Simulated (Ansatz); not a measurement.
HfSi (model structure, started from the NbAs type, I4₁md, No. 109, 4 atoms in the cell) was calculated with r²SCAN in Ansatz (plane waves, PAW).

Run with plane-wave cutoff 560 eV, 22×22×22 k mesh, Fermi–Dirac smearing 0.05 eV, scalar-relativistic PAW data made under PBE.

Cell (relaxed at this level):

```
CELL_PARAMETERS angstrom
     -1.70621     1.70621     6.74601
      1.70621    -1.70621     6.74601
      1.70621     1.70621    -6.74601
ATOMIC_POSITIONS crystal
  Hf 0.50709 0.50709 0.00000
  Hf 0.25709 0.75709 0.50000
  Si 0.90891 0.90891 0.00000
  Si 0.65891 0.15891 0.50000
```

Estimate the bulk modulus B0 that the calculation returns.


bulk modulus B0: 117 GPa

The run finds no gap.

Note: the bulk modulus is −V dP/dV from two relaxed cells at ±2 % in volume; the relaxation could raise the start's symmetry but not lower it, so the cell can be a saddle point.

Spin–orbit coupling is not included; it can open a gap where bands touch, and shift volumes and moduli.

It cost around 40 core-minutes (rough) of CPU time.

A model structure was made by putting elements into a prototype or built by hand; it is no filed structure, need not be a known phase, and can be a saddle point held by its symmetry.

Ansatz is a first-principles code.
